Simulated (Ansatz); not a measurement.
Spacing of the highest filled and lowest empty level at the zone centre in eight small model glasses of hand-chosen composition and density, fast-quenched (anions pushed apart in CHGNet runs), each at its PBE geometry, by PBE and by r2SCAN (Ansatz, a first-principles code, plane waves, PAW). The cells are the first eight to finish that balance their formal charges, show no moments and no lower geometry on charging where those were tested, and have a gap at both levels; defect levels can set the spacings.

```
cell           quench by  pressure (GPa)             levels at the gap  PBE (eV)  experiment, tabulated (eV)
-------------  ---------  --------------  ----------------------------  --------  --------------------------
Si24O36N8         CHGNet             0.0  localised at the filled edge      2.89                           -
Si14Sn10O38       CHGNet             0.0                        spread      3.17                           -
Si18Na6Ca3O42     CHGNet             0.0  localised at the filled edge      3.59                           -
Sb24O36           CHGNet             0.0                        spread      2.49                           -
Si18Ba6O42        CHGNet             0.0  localised at the filled edge      3.75                           -
Ge16Na12O38       CHGNet             0.0  localised at the filled edge      2.13                           -
Si22Ba3O47        CHGNet             0.0  localised at the filled edge      4.46                           -
Si30N38O3         CHGNet             1.9  localised at the filled edge      2.68                           -
```

### Question
What does r2SCAN give, and how does it move these values against PBE?

### Answer
Si24O36N8 3.42, Si14Sn10O38 3.53, Si18Na6Ca3O42 4.16, Sb24O36 2.81, Si18Ba6O42 4.30, Ge16Na12O38 2.65, Si22Ba3O47 5.05, Si30N38O3 3.12 eV. It raises them by +0.32 to +0.59 eV, +0.49 eV on average. A straight line through the eight gives r2SCAN = 1.07 × PBE +0.26 eV, with a scatter of 0.08 eV.
